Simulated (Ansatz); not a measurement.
## Relaxation of the atoms of NaMg6Ti (Amm2, 8 atoms in the cell) at several settings

```xyz
8
Lattice="5.1820 0.0000 0.0000 0.0000 3.4068 5.5367 0.0000 -3.4068 5.5367" Properties=species:S:1:pos:R:3 pbc="T T T"
Na     2.5910     0.0000     3.7195
Mg     2.5910    -1.6773     6.4688
Mg     2.5910     1.6773     6.4688
Mg     0.0000    -1.7974     4.5685
Mg     0.0000     1.7974     4.5685
Mg     0.0000     0.0000     7.4236
Mg     0.0000     0.0000     1.7858
Ti     2.5910     0.0000     9.2898
```
Moments meant for the start (each program seeds them in its own way; μB, in the order of the atoms Na Mg Mg Mg Mg Mg Mg Ti): 0.0 0.0 0.0 0.0 0.0 0.0 0.0 1.0.

Base: LDA (PW92), PAW files made with PBE in Ansatz (a program for electronic structure). Its settings: kpoints.mp_grid.grid = 4 3 3; hamiltonian.xc = lda; hamiltonian.pseudopotentials = {kind: paw} (the program's default PAW files); magnetization.spin_polarized = true; scf.occupations.method = cold; scf.occupations.width = 0.1 eV. Starting volume 24.44 Å³ per atom.

Each line gives the change from the base single point and the result:

- atoms moved at random; relax: default → atoms; relax.f_tol: default → 0.005 eV/Å: pressure -3.91 GPa; largest force (vector length) 0.003 eV/Å; relaxation steps 8; free energy against the base single point -1.7 meV/atom.
- atoms moved at random; relax: default → atoms; relax.f_tol: default → 0.1 eV/Å: pressure -3.89 GPa; largest force (vector length) 0.069 eV/Å; relaxation steps 2; free energy against the base single point -0.8 meV/atom.
- atoms moved at random; scf.convergence.dr2_threshold: default (1e-07 eV) → 0.001 eV; relax: default → atoms; relax.f_tol: default → 0.03 eV/Å: pressure -3.91 GPa; largest force (vector length) 0.016 eV/Å; relaxation steps 7; free energy against the base single point -1.6 meV/atom.

The starting cell comes from a database of computed structures (which also holds hypothetical and non-ambient phases and stackings), without a prior relaxation at this level. Its lattice was rescaled by a random factor within 2.5 % of one. With one magnetic atom in the cell only a parallel order is possible. Ansatz's pressure includes its estimate of the finite-basis (Pulay) stress.

Keys are those of Ansatz 0.2.
